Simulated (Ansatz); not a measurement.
Base system: SnS$_{2}$ in the CdI2 type structure (space group P-3m1, No. 164; a = 3.6694 Å, c = 5.8062 Å; layered, stacked along the Cartesian z axis).

Method: PBE-D3(BJ) (Ansatz, a first-principles code, PAW, no spin-orbit coupling).

One thing is altered: hole doping at 2.0×10^21 cm⁻³ (0.135 per cell), with a uniform compensating background at fixed cell and a 300 K Fermi–Dirac width.

Question: How does this affect the Fermi level from band edge?

Answer: The Fermi level relative to the doped band's edge (positive inside the band; to 0.05 eV) comes out as +0.15 eV.

Carriers are added with a uniform compensating background; total energy and stress of such cells depend on the potential's zero and are not compared; many-body gap narrowing is missing at this level. Whether these cells are dynamically stable was not tested.
